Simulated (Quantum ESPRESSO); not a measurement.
A working Quantum ESPRESSO input for TlBr (Pm-3m, 2 atoms in the cell) (DFT, PBE, plane waves, SSSP 1.1.2 precision (PBE) pseudopotentials):

```fortran
&control
    calculation = 'scf'
    prefix = 'run'
    outdir = './tmp'
    pseudo_dir = './'
    tprnfor = .true.
    tstress = .true.
/
&system
    ibrav = 0
    nat = 2
    ntyp = 2
    ecutwfc = 50
    ecutrho = 400
    occupations = 'smearing'
    smearing = 'gauss'
    degauss = 0.00147
/
&electrons
    conv_thr = 1.0d-10
/
ATOMIC_SPECIES
Tl   204.3800  Tl_pbe_v1.2.uspp.F.UPF
Br    79.9040  br_pbe_v1.4.uspp.F.UPF
CELL_PARAMETERS angstrom
   3.9143120000     0.0000000000     0.0000000000
   0.0000000000     3.9143120000     0.0000000000
   0.0000000000     0.0000000000     3.9143120000
ATOMIC_POSITIONS crystal
Tl    0.0000000000    0.0000000000    0.0000000000
Br    0.5000000000    0.5000000000    0.5000000000
K_POINTS automatic
7 7 7  0 0 0
```

The run converged in 9 iterations: free energy E − TS -2611.3804 eV; top of the valence band (on the code's own zero) 5.80 eV; gap on the k-point mesh 2.23 eV; pressure 2.64 GPa. Each of these slips is then made, one at a time:

(1)
```diff
-    degauss = 0.00147
+    degauss = 0.02
```

(2)
```diff
-    ecutrho = 400
+    ecutrho = 100
```

Q: How does each altered input end?

A: 
(1) An energy in the wrong unit. The run converged in 9 iterations, and against the sound input the free energy hardly moves (within 1 meV/atom), the pressure stays at 2.64 GPa and the gap on the mesh stays at 2.227 eV.

(2) A density cutoff or grid that is too coarse. The run converged in 9 iterations without an error; against the sound input the free energy rises by 1.0 meV/atom, the pressure moves little (2.64 to 2.63 GPa) and the gap on the mesh stays at 2.227 eV.

The starting cell comes from a database of computed structures (which also holds hypothetical and non-ambient phases and stackings), without a prior relaxation at this level. Its lattice was rescaled by a random factor within 2.5 % of one. Spin-orbit coupling is off.

Left out of this page: 3 runs of the series outside the window shown, repeating another row's setting, or not comparable.
